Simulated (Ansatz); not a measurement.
For SiC (model structure, started from the CsCl type, Pm-3m, No. 221, 2 atoms in the cell), LDA (Ansatz, an electronic-structure program, plane waves, PAW) gives:

| Property | Result |
|---|---|
| lattice constant a | 2.604 Å |
| bulk modulus | 191 GPa |
| cohesive energy | 5.33 eV/atom |

Problem. What does r²SCAN (plane waves, PAW; Ansatz) give for the same quantities?

Solution. 
- lattice constant a: 2.620 Å (grows by 0.6 %)
- bulk modulus: 186 GPa (shrinks by 2.6 %)
- cohesive energy: 4.10 eV/atom (drops by 1.23 eV/atom)

Changes are worked out from the printed values.

Unless a cell is named, each level is at its own relaxed cell (LDA 8.83, r²SCAN 8.99 Å³/atom).

Caveats: the bulk modulus is −V dP/dV from two relaxed cells at ±2 % in volume (LDA, r²SCAN). Ansatz's density-functional and Hartree–Fock values are scalar-relativistic unless marked +SOC, with PAW data made under PBE.

A model structure was made by putting elements into a prototype or built by hand; it is no filed structure, need not be a known phase, and can be a saddle point held by its symmetry.
